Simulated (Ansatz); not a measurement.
Reference: GaP (F-43m), PBEsol, rigid bands (plane waves, PAW, scalar-relativistic; Ansatz, a quantum-chemistry and plane-wave program); axes and stresses refer to this cell.

```xyz
2
Lattice="0.0000 2.7194 2.7194 2.7194 0.0000 2.7194 2.7194 2.7194 0.0000" Properties=species:S:1:pos:R:3 pbc="T T T"
Ga     0.0000     0.0000     0.0000
P      1.3597     1.3597     1.3597
```

The Seebeck coefficient, p-type 1e19 cm⁻³ is 339 μV/K. The hole conductivity mass is 0.41 mₑ. The electron conductivity mass is 0.34 mₑ.

Q: Change: spin-orbit coupling switched on. What happens to Seebeck coefficient, p-type 1e19 cm⁻³, hole conductivity mass, electron conductivity mass?

A: Seebeck coefficient, p-type 1e19 cm⁻³ decreases to 318 μV/K; hole conductivity mass increases to 0.48 mₑ; electron conductivity mass moves little, to 0.35 mₑ.

Masses are for dilute carriers at 300 K, harmonic means over directions unless an axis is named. Seebeck coefficients are for the stated density at 300 K, with one relaxation time for all states and whether or not that doping can be reached. Spin-orbit coupling is left out unless a row names it.
